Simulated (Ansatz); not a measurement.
An Ansatz (a program for electronic structure) run: Ag with a change (pressure 4.2 GPa); PBEsol/PAW in Ansatz, spin-orbit coupling left out.

Input:

Ansatz 0.2 input:
```yaml
crystal:
  lattice:
    - [0, 2.0174006003, 2.0174006003]
    - [2.0174006003, 0, 2.0174006003]
    - [2.0174006003, 2.0174006003, 0]
  atoms:
    - { symbol: Ag, position: [0, 0, 0] }
basis: { ecutwfc: 420, ecutrho_ratio: 4, xc_grid: 2, fft_grid_basis: typed }
kpoints: { mp_grid: { grid: [20, 20, 20] } }
hamiltonian:
  xc: pbesol
  dispersion: none
  pseudopotentials: { kind: paw }
scf: { occupations: { method: fermi_dirac, width: 0.05 } }
relax: { f_tol: 0.01, max_steps: 60, cell: { stress_tol: 0.02, p_target: 4.2 } }
output: { forces: true, stress: true }
checkpoint: { write: state.ck, write_every: 1000 }
```

Output (explanatory and most iteration lines left out):

```
Relaxation: its limit of steps is 60 (relax.max_steps)
Pseudopotential: Ag, paw, valence charge 19
Crystal: 1 atoms, lattice volume = 16.421 Å³
Basis set: ecut = 420 eV, 331 PW (Γ), exchange–correlation on 40×40×40 points (8 copies of the dense FFT grid, shifted against one another)
Bands: 14, of which v1, the nominal top of the filled ones, is band 10 counted from 1 (9 counted from 0)
Symmetry: 48 space group operations
Space group: Fm-3m (ITA 225), of the structure as read, at distance tolerance 2.5e-5 Å
k-points: 256 of 8000
Functional: x = pbesol(κ = 0.804, μ = 0.12345679012345678), c = pbesol(β = 0.046)
SCF iter   1: F=—  HF=-7522.254118 eV  |F-HF|=—  |Δ(HF+E_count)|=         —  Δρ=9.95e-3  dr2=1.49e-2  ethr=1.77e-3  ⟨swp⟩=4.6  Hψ=18212  notcnv=0
SCF iter   2: F=—  HF=-7522.249848 eV  |F-HF|=—  |Δ(HF+E_count)|=   4.27e-3  Δρ=2.84e-3  dr2=1.25e-3  ethr=7.82e-5  ⟨swp⟩=2.6  Hψ=7144  notcnv=0  defer=67
SCF 1 converged in 6 iterations: F = -7522.249482 eV  dr2 = 3.36e-11
relax step   1: F+E_penalty+E_count = -7522.24948171 eV  Δ(F+E_penalty+E_count) = +0.000e0 eV  max|allowed force component| = 0.000e0 eV/Å  Δτ_max = 0.0000 Å  P = +1.805 GPa  Ω = 16.421 Å³  (6 SCF iters, dr2 threshold 1.00e-7 eV, accepted)
[... steps on the carried basis left out ...]
relax step   5: F+E_penalty+E_count = -7522.24412301 eV  Δ(F+E_penalty+E_count) = +9.209e-5 eV  max|allowed force component| = 0.000e0 eV/Å  Δτ_max = 0.0000 Å  P = +4.205 GPa  Ω = 16.134 Å³  stress off target by 4.78e-3 GPa  SCF on the basis re-selected at this cell (its energy is not comparable with the rows above)  (5 SCF iters)
SCF converged after 5 iterations
Free energy (F): -7522.244123 eV
Internal energy: -7522.242387 eV  (E = F + TS)
E sigma→0 (E₀):  -7522.243255 eV
Entropy (-TS):   -0.001736 eV (-1.736 meV/atom)
Fermi energy:    18.457922 eV
--- Forces (eV/Å), atoms counted from 1 ---
  atom   1  Ag    -0.00000000     0.00000000    -0.00000000
--- Stress (GPa, compression-positive) ---
        4.204784      -0.000000       0.000000
       -0.000000       4.204784      -0.000000
       -0.000000       0.000000       4.204784
  P = ⅓ Tr σ = 4.2048 GPa (42.048 kbar)
--- Relaxed structure (4 steps of the walk, 4 accepted, 1 SCFs on fresh bases) ---
  cell:  # Å, volume = 16.1335 Å³
    - [1.4091888295773677e-34, 2.005548282378417, 2.005548282378417]
    - [2.005548282378417, 4.538065699500822e-35, 2.005548282378417]
    - [2.005548282378417, 2.005548282378417, -7.006136545231436e-35]
  atoms:
    - { symbol: Ag, position: [0.0, 0.0, 0.0] }
```

Load acts through the strain it causes; cell and atoms are relaxed under it. No phonon test of stability was made. The cell was made from Ag in the fcc (Cu type) structure (space group Fm-3m, No. 225) by this change: pressure 4.2 GPa.
